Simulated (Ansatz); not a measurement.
## GaAs: response to strain

The parent structure is GaAs in the zinc blende structure (space group F-43m, No. 216; a = 5.603 Å). Axes: x, y, z lie along the cube axes.

Strains are applied to the cell and any free atomic positions relax; under biaxial strain the out-of-plane vector relaxes too.

Calculations: Ansatz (a quantum-chemistry and plane-wave program), LDA, PAW, cutoff 420 eV, spin-orbit coupling left out.

```tsv
biaxial strain, plane normal [111], relaxed out of plane (%)	out-of-plane strain (%)
-2.5	1.22
-2.08	1.01
-1.67	0.80
-1.25	0.60
-0.83	?
-0.42	0.20
0	0.00
```

Problem. Fit ε⊥ = −νε + γε² (strains in %) to the rows shown and predict the withheld row.

Solution. Least squares on the printed values gives ν = 0.47 (the biaxial Poisson response) and γ = 0.008 (largest residual 0.00 %); this predicts 0.39 %, and the run gives 0.40 %, in agreement.

Whether these cells are dynamically stable was not tested.
